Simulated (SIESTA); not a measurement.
Input and output of a self-consistent single point for VN (P-6m2, 2 atoms in the cell) (SIESTA).

Method of the run: GGA PBEsol, numerical atomic orbitals DZP, PseudoDojo PBEsol standard norm-conserving potentials (rewritten from UPF to PSML) (SIESTA).

The change in words: lattice scaled by 0.98. Reference geometry:
```yaml
crystal:
  lattice:
    - [2.73390, 0.00000, 0.00000]
    - [-1.36695, 2.36763, 0.00000]
    - [0.00000, 0.00000, 2.64135]
  atoms:
    - { symbol: V, position: [0.66667, 0.33333, 0.00000] }
    - { symbol: N, position: [0.33333, 0.66667, 0.50000] }
```

Reference input (self-consistent single point, DFT, GGA PBEsol, numerical atomic orbitals DZP, PseudoDojo PBEsol standard norm-conserving potentials (rewritten from UPF to PSML)): XC.functional = GGA; XC.authors = PBEsol; potentials = PseudoDojo PBEsol standard; PAO.BasisSize = DZP; PAO.EnergyShift = 0.01 Ry; MeshCutoff = 350 Ry; kgrid.MonkhorstPack = 18 18 16; OccupationFunction = FD; ElectronicTemperature = 580.23 K; MaxSCFIterations = 150; SCF.Mixer.Method = Broyden; SCF.Mixer.Weight = 0.1. This run's input differs from it in these lines:

```diff
@@ -12,5 +12,5 @@
 %block LatticeVectors
-     5.166322252    0.000000000    0.000000000
-    -2.583161126    4.474166595    0.000000000
-     0.000000000    0.000000000    4.991428099
+     5.062995807    0.000000000    0.000000000
+    -2.531497904    4.384682394    0.000000000
+     0.000000000    0.000000000    4.891599537
 %endblock LatticeVectors
@@ -18,4 +18,4 @@
 %block AtomicCoordinatesAndAtomicSpecies
-     1.366951367    0.789208211    0.000000000  1
-    -0.000001367    1.578418789    1.320675000  2
+     1.339612340    0.773423893    0.000000000  1
+    -0.000001340    1.546850107    1.294261500  2
 %endblock AtomicCoordinatesAndAtomicSpecies
```

The program printed (abridged):

```
        iscf     Eharris(eV)        E_KS(eV)     FreeEng(eV)     dDmax    Ef(eV) dHmax(eV)
   scf:    1    -2254.163470    -2282.377206    -2282.377950  1.607795 -4.269870 12.219311
   scf:    2    -2289.576016    -2286.294258    -2286.295348  0.106038 -4.940694  8.227372
   scf:    3    -2288.518410    -2289.000545    -2289.003266  0.339580 -6.177145  1.917574
   scf:    4    -2286.873881    -2288.480560    -2288.482083  0.158986 -5.678935  3.917426
   scf:    5    -2289.231825    -2289.162061    -2289.164804  0.184456 -6.278175  0.265092
   [... 10 lines left out ...]
   scf:   16    -2289.166041    -2289.166040    -2289.168682  0.000013 -6.245311  0.000313
   scf:   17    -2289.166041    -2289.166041    -2289.168682  0.000012 -6.245311  0.000267
   scf:   18    -2289.166041    -2289.166041    -2289.168682  0.000010 -6.245310  0.000228
   scf:   19    -2289.166041    -2289.166041    -2289.168682  0.000008 -6.245307  0.000190
SCF Convergence by DM+H criterion
max |DM_out - DM_in|         :     0.0000083726
max |H_out - H_in|      (eV) :     0.0001900485
SCF cycle converged after 19 iterations

Using DM_out to compute the final energy and forces

siesta: E_KS(eV) =            -2289.1660

siesta: E_KS - E_eggbox =     -2289.1660

siesta: Atomic forces (eV/Ang):
     1   -0.000173    0.000100    0.000000
     2    0.000175   -0.000101   -0.000000
   Tot    0.000002   -0.000001   -0.000000
   Max    0.000175
   Res    0.000116    sqrt( Sum f_i^2 / 3N )
   Max    0.000175    constrained

Stress tensor Voigt[x,y,z,yz,xz,xy] (kbar):     -138.89     -138.79     -209.91       -0.00        0.00        0.09
(Free)E + p*V (eV/cell)    -2287.5363
Target enthalpy (eV/cell)    -2289.1687

siesta: Program's energy decomposition (eV):
siesta: FreeEng =     -2289.168682

   [... lines left out ...]
siesta:    -0.086690    0.000057    0.000000
siesta:     0.000057   -0.086625   -0.000000
siesta:     0.000000   -0.000000   -0.131017

siesta: Cell volume =         16.091629 Ang**3

siesta: Pressure (static):
siesta:                Solid            Molecule  Units
siesta:           0.00110486          0.00110493  Ry/Bohr**3
siesta:           0.10144401          0.10145044  eV/Ang**3
siesta:         162.53122240        162.54152309  kBar
```

The run converged in 19 iterations. Against the reference run the free energy rises by 12.5 meV/atom and the pressure goes from -6.76 to 16.25 GPa.

The starting cell comes from a database of computed structures (which also holds hypothetical and non-ambient phases and stackings), without a prior relaxation at this level. For this run, on top of that: lattice scaled by 0.98. Spin polarisation is off, so a magnetic state, if there is one, cannot be reached. Values carry the incompleteness of an atom-centred basis. With a pressure of about 16 GPa the cell is away from its equilibrium volume at this level.

Cost on one core of a shared machine: roughly 4 min.
